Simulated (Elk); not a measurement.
Input and output of a self-consistent single point for NiSi2 (Fm-3m, 3 atoms in the cell) (Elk).

Method: Elk with PBE, all-electron FP-LAPW, Elk's shipped species files, APW+lo basis with extra local orbitals.

The change in words: lattice scaled by 0.98. Reference geometry:
```
NiSi2
1.0
    0.00000     2.70500     2.70500
    2.70500     0.00000     2.70500
    2.70500     2.70500     0.00000
Si Ni
2 1
Cartesian
  1.35250   1.35250   1.35250
  4.05750   4.05750   4.05750
  0.00000   0.00000   0.00000
```

Reference input (self-consistent single point, DFT, PBE, all-electron FP-LAPW, Elk's shipped species files, APW+lo basis with extra local orbitals): xctype = 20; rgkmax = 7.5; stype = 3; swidth = 0.00499791 Ha; ngridk = 11 11 11; gmaxvr = 16 1/bohr; nxlo = 2; lorbcnd = true; rmtscf = 0.9; lmaxi = 3. This run's input differs from it in these lines:

```diff
@@ -31,3 +31,3 @@
 scale
-  7.229048431
+  7.084467462
```

Output, abridged:

```
│ Self-consistent loop started │
│ Loop number : 1 │
 total energy                :     -2113.77694166
│ Loop number : 2 │
 total energy                :     -2113.18270421
RMS change in Kohn-Sham potential (target) :   0.5138090942     (  0.1000000000E-05)
Absolute change in total energy (target)   :   0.5942374481     (  0.1000000000E-03)
│ Loop number : 3 │
 total energy                :     -2113.86377284
RMS change in Kohn-Sham potential (target) :   0.5141639947     (  0.1000000000E-05)
Absolute change in total energy (target)   :   0.5325092657     (  0.1000000000E-03)
│ Loop number : 4 │
   [... lines left out ...]
Absolute change in total energy (target)   :   0.2223495776E-02 (  0.1000000000E-03)
│ Loop number : 15 │
 total energy                :     -2101.07756006
RMS change in Kohn-Sham potential (target) :   0.2741127504E-05 (  0.1000000000E-05)
Absolute change in total energy (target)   :   0.4250385286E-03 (  0.1000000000E-03)
│ Loop number : 16 │
 total energy                :     -2101.07744520
RMS change in Kohn-Sham potential (target) :   0.5643052636E-06 (  0.1000000000E-05)
Absolute change in total energy (target)   :   0.8601058198E-05 (  0.1000000000E-03)
Convergence targets achieved

│ Loop number : 17 │

Energies :
 Fermi                       :     0.408344519864
 total energy                :     -2101.07742217

Density of states at Fermi energy :    22.55636876
 (states/Hartree/unit cell)

Estimated indirect band gap :   0.1350180725E-02
 from k-point      7 to k-point     51
Estimated direct band gap   :   0.1078670164E-01
 at k-point      7

Charges :
 core                        :    32.00000000
 valence                     :    24.00000000
 interstitial                :    5.361327747
 muffin-tins (core leakage)
  species :    1 (Si)
   atom    1                 :    11.72833547     (  0.4077577443E-02)
   atom    2                 :    11.72833547     (  0.4077577443E-02)
  species :    2 (Ni)
   atom    1                 :    27.18200131     (  0.1035281216E-02)
 total in muffin-tins        :    50.63867225
 total calculated charge     :    55.98570365
 total charge                :    56.00000000
 error                       :   0.1429634981E-01

│ Self-consistent loop stopped │
```

The run converged in 17 iterations. The count includes the last loop, which Elk runs after its targets are met. Against the reference run the free energy goes up by 43.1 meV/atom.

The starting cell has typed, rounded lattice constants, without a prior relaxation at this level. For this run, on top of that: lattice scaled by 0.98. Spin polarisation is off. Values depend on the basis (sphere radii, cutoffs, local orbitals), which need not be converged. The log's line on a gap gives a spacing of levels on this mesh, which the program prints for metals too.
